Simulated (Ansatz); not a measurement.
Seebeck coefficient (μV/K, mean over directions) of n-type CdSe (P6_3mc) against carrier density, PBE with spin-orbit coupling, rigid bands run with Ansatz (a program for electronic structure). Computed gap 0.55 eV; densities at which minority carriers matter at this gap, or further valleys turn the trend, are left out. Conductivity mass 0.075 mₑ (harmonic mean over directions), N_c = 4.6e17 cm⁻³ at 300 K.

```csv
electron density,300 K,500 K
1e18 cm⁻³,-164,-229
3e18 cm⁻³,-98,-151
1e19 cm⁻³,-53,-87
3e19 cm⁻³,___,___
1e20 cm⁻³,-18,-31
3e20 cm⁻³,___,-20
```

Problem. What belongs in the gaps?

Solution. 
- 3e19 cm⁻³, 300 K: -31
- 3e19 cm⁻³, 500 K: -52
- 3e20 cm⁻³, 300 K: -12

Rigid bands with a gap fixed in temperature, one relaxation time for all states, no polarons or phonon drag, and whether or not such doping can be reached. Geometry: cell and atoms relaxed with PBEsol.
